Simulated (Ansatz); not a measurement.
Density of states of monolayer SnS below the valence band maximum, Ansatz (a quantum-chemistry and plane-wave program) with PBE, rigid bands; cell area 17.61 Å².

(energy from edge (eV), 10⁻³ states/eV/cell): (0.006, 371); (0.031, 382); (0.056, 422); (0.081, 431); (0.106, 449); (0.131, 486); (0.156, 842); (0.181, 1540); (0.206, 1580); (0.231, 1690); (0.256, 1840); (0.281, 1880); (0.319, 3890); (0.344, 5150); (0.369, 6770); (0.394, 6080); (0.419, 4890); (0.444, 4420); (0.469, 4200); (0.494, 4020); (0.519, 4070); (0.544, 4240); (0.569, 4830); (0.594, 3950)

Task: What effective density of states at 300 K does this give (∫ g(E) exp(−E/k_BT) dE, both spins, divided by the cell's size)?

Result: 5.9e12 cm⁻².

Spin-orbit coupling is left out; where it splits the top of the valence band, N_v and the p-type Seebeck coefficient come out somewhat high without it. Geometry: cell and atoms relaxed with PBE.
